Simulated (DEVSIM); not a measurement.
Structure: abrupt Si p-n junction, at 400 K.

| layer (left to right) | material | thickness (μm) | Nd (cm⁻³) | Na (cm⁻³) | τn (s) | τp (s) |
|---|---|---|---|---|---|---|
| 1 | Si | 81.0 | - | 9.7e16 | 3e-6 | 3e-6 |
| 2 | Si | 5.10 | 3.5e17 | - | 3e-6 | 3e-6 |

Left contact: ohmic. Right contact: ohmic. Voltage is applied to the left contact. Recombination: SRH at mid-gap, radiative, Auger. Mobility is constant in doping.

Constants are typed, rounded textbook-type inputs, not results; the design itself was drawn at random and stands for no fabricated device. Values at 300 K; Nc and Nv go as T^1.5, mobilities as T to minus their exponent, the gap by Varshni's rule with the affinity fixed.

| parameter | Si |
|---|---|
| gap (eV) | 1.124 |
| affinity (eV) | 4.05 |
| permittivity | 11.7 |
| Nc (cm⁻³) | 2.86e19 |
| Nv (cm⁻³) | 3.1e19 |
| μn (cm²/Vs) | 1417 |
| μp (cm²/Vs) | 470 |
| T exponent of μn | 2.3 |
| T exponent of μp | 2.2 |
| B (cm³/s) | 4.7e-15 |
| Cn (cm⁶/s) | 2.8e-31 |
| Cp (cm⁶/s) | 9.9e-32 |
| Varshni α (eV/K) | 0.000473 |
| Varshni β (K) | 636 |

DEVSIM, 1D drift-diffusion, Boltzmann statistics, complete ionisation; no tunnelling, impact ionisation, image-force lowering or self-heating.

The doping Nd of layer 2 was swept, all else fixed.

| doping Nd of layer 2 (cm^-3) | dark forward voltage at 1 A/cm² (V) | largest field in the device at zero bias (V/cm) | dark forward voltage at 100 A/cm² (V) | potential step across the device at zero bias (V) |
|---|---|---|---|---|
| 1e16 | 0.403 | 40000 | 0.753 | 0.594 |
| 3.5e16 | 0.444 | 67000 | 0.753 | 0.637 |
| 1e17 | 0.475 | 96000 | 0.747 | 0.673 |
| 3.5e17 | 0.504 | 120000 | 0.738 | 0.716 |
| 1e18 | 0.519 | 140000 | 0.732 | 0.752 |
| 3.5e18 | 0.527 | 170000 | 0.728 | 0.795 |
| 1e19 | 0.529 | 240000 | 0.726 | 0.832 |

From the first row to the last the dark forward voltage at 1 A/cm² goes from 0.403 to 0.529. From the first row to the last the largest field in the device at zero bias goes from 40000 to 240000.
